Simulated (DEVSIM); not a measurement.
System: Schottky contact on p-type CdTe, at 350 K.

```csv
layer (left to right),material,thickness (μm),Na (cm⁻³),τn (s),τp (s)
1,CdTe,2.30,1.1e18,9e-10,9e-10
2,CdTe,15.0,1.4e18,9e-10,9e-10
```

Left contact: Schottky, work function 4.8 eV, emission velocity 4.8e6 cm/s. Right contact: ohmic. Voltage is applied to the left contact. Recombination: SRH at mid-gap, radiative. Mobility is μmin + (μ − μmin)/(1 + (N/Nref)^α).

Constants are typed, rounded textbook-type inputs, not results; the design itself was drawn at random and stands for no fabricated device. Values at 300 K; Nc and Nv go as T^1.5, mobilities as T to minus their exponent, the gap by Varshni's rule with the affinity fixed.

```csv
parameter,CdTe
gap (eV),1.5
affinity (eV),4.28
permittivity,10.2
Nc (cm⁻³),8e17
Nv (cm⁻³),1.8e19
μn (cm²/Vs),1000
μp (cm²/Vs),80
"μn,min",100
"μp,min",10
"Nref,n",1e17
"Nref,p",1e17
αn,0.6
αp,0.6
T exponent of μn,1.7
T exponent of μp,1.5
B (cm³/s),1e-10
Varshni α (eV/K),0.00031
Varshni β (K),108
```

Simulated with DEVSIM: 1D drift-diffusion, Boltzmann statistics, complete ionisation; no tunnelling, impact ionisation, image-force lowering or self-heating. Metal contacts follow the ideal Schottky-Mott rule: no Fermi-level pinning, no interface dipoles.

Tabulate band edges, carrier densities and field at zero bias.

Energies count from the Fermi level of the right contact; mesh points crowd at the junctions.

```json
[
 {"x (μm)": "0.000", "Ec (eV)": "0.520", "Ev (eV)": "-0.965", "n (cm⁻³)": "3.3e10", "p (cm⁻³)": "280000", "field (V/cm)": "560000"},
 {"x (μm)": "0.03224", "Ec (eV)": "1.385", "Ev (eV)": "-0.101", "n (cm⁻³)": "< 1e2", "p (cm⁻³)": "8.1e17", "field (V/cm)": "23000"},
 {"x (μm)": "0.1068", "Ec (eV)": "1.394", "Ev (eV)": "-0.091", "n (cm⁻³)": "< 1e2", "p (cm⁻³)": "1.1e18", "field (V/cm)": "≈ 0"},
 {"x (μm)": "0.2676", "Ec (eV)": "1.394", "Ev (eV)": "-0.091", "n (cm⁻³)": "< 1e2", "p (cm⁻³)": "1.1e18", "field (V/cm)": "≈ 0"},
 {"x (μm)": "0.8695", "Ec (eV)": "1.394", "Ev (eV)": "-0.091", "n (cm⁻³)": "< 1e2", "p (cm⁻³)": "1.1e18", "field (V/cm)": "≈ 0"},
 {"x (μm)": "1.653", "Ec (eV)": "1.394", "Ev (eV)": "-0.091", "n (cm⁻³)": "< 1e2", "p (cm⁻³)": "1.1e18", "field (V/cm)": "≈ 0"},
 {"x (μm)": "2.034", "Ec (eV)": "1.394", "Ev (eV)": "-0.091", "n (cm⁻³)": "< 1e2", "p (cm⁻³)": "1.1e18", "field (V/cm)": "≈ 0"},
 {"x (μm)": "2.226", "Ec (eV)": "1.394", "Ev (eV)": "-0.091", "n (cm⁻³)": "< 1e2", "p (cm⁻³)": "1.1e18", "field (V/cm)": "≈ 0"},
 {"x (μm)": "2.282", "Ec (eV)": "1.394", "Ev (eV)": "-0.091", "n (cm⁻³)": "< 1e2", "p (cm⁻³)": "1.1e18", "field (V/cm)": "110"},
 {"x (μm)": "2.308", "Ec (eV)": "1.401", "Ev (eV)": "-0.084", "n (cm⁻³)": "< 1e2", "p (cm⁻³)": "1.4e18", "field (V/cm)": "940"},
 {"x (μm)": "2.351", "Ec (eV)": "1.401", "Ev (eV)": "-0.084", "n (cm⁻³)": "< 1e2", "p (cm⁻³)": "1.4e18", "field (V/cm)": "≈ 0"},
 {"x (μm)": "2.502", "Ec (eV)": "1.401", "Ev (eV)": "-0.084", "n (cm⁻³)": "< 1e2", "p (cm⁻³)": "1.4e18", "field (V/cm)": "≈ 0"},
 {"x (μm)": "2.806", "Ec (eV)": "1.401", "Ev (eV)": "-0.084", "n (cm⁻³)": "< 1e2", "p (cm⁻³)": "1.4e18", "field (V/cm)": "≈ 0"},
 {"x (μm)": "3.522", "Ec (eV)": "1.401", "Ev (eV)": "-0.084", "n (cm⁻³)": "< 1e2", "p (cm⁻³)": "1.4e18", "field (V/cm)": "≈ 0"},
 {"x (μm)": "6.171", "Ec (eV)": "1.401", "Ev (eV)": "-0.084", "n (cm⁻³)": "< 1e2", "p (cm⁻³)": "1.4e18", "field (V/cm)": "≈ 0"},
 {"x (μm)": "10.66", "Ec (eV)": "1.401", "Ev (eV)": "-0.084", "n (cm⁻³)": "< 1e2", "p (cm⁻³)": "1.4e18", "field (V/cm)": "≈ 0"},
 {"x (μm)": "14.49", "Ec (eV)": "1.401", "Ev (eV)": "-0.084", "n (cm⁻³)": "< 1e2", "p (cm⁻³)": "1.4e18", "field (V/cm)": "≈ 0"},
 {"x (μm)": "16.12", "Ec (eV)": "1.401", "Ev (eV)": "-0.084", "n (cm⁻³)": "< 1e2", "p (cm⁻³)": "1.4e18", "field (V/cm)": "≈ 0"},
 {"x (μm)": "16.94", "Ec (eV)": "1.401", "Ev (eV)": "-0.084", "n (cm⁻³)": "< 1e2", "p (cm⁻³)": "1.4e18", "field (V/cm)": "≈ 0"},
 {"x (μm)": "17.16", "Ec (eV)": "1.401", "Ev (eV)": "-0.084", "n (cm⁻³)": "< 1e2", "p (cm⁻³)": "1.4e18", "field (V/cm)": "≈ 0"},
 {"x (μm)": "17.25", "Ec (eV)": "1.401", "Ev (eV)": "-0.084", "n (cm⁻³)": "< 1e2", "p (cm⁻³)": "1.4e18", "field (V/cm)": "≈ 0"},
 {"x (μm)": "17.30", "Ec (eV)": "1.401", "Ev (eV)": "-0.084", "n (cm⁻³)": "< 1e2", "p (cm⁻³)": "1.4e18", "field (V/cm)": "≈ 0"}
]
```
